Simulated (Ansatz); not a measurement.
Start from CdF₂ in the fluorite structure (space group Fm-3m, No. 225; a = 5.3840 Å).

Computed with PBEsol (Ansatz, an electronic-structure program; PAW; 420 eV plane waves; spin-orbit coupling left out).

Before the change:

| Quantity | Result |
|---|---|
| Electron mass | 0.37 mₑ (at Γ) |
| Lattice parameter a | 5.384 Å |
| Band gap | 2.94 eV |

It is then changed as follows: cell and atoms relaxed at a pressure of 9 GPa.

Q: Estimate the effect on the electron mass.

A: The electron mass changes from 0.37 mₑ (at Γ) to 0.38 mₑ (at Γ).

Q: Estimate the effect on the lattice parameter a.

A: The lattice parameter a drops by 0.125 Å, from 5.384 Å to 5.259 Å.

Q: Predict the new band gap.

A: The band gap increases by 0.244 eV (2.94 eV → 3.19 eV).

Load acts through the strain it causes; cell and atoms are relaxed under it. Effective masses come from finite differences of ±0.01 Å⁻¹. Whether these cells are dynamically stable was not tested. Competing high-pressure phases were not computed.
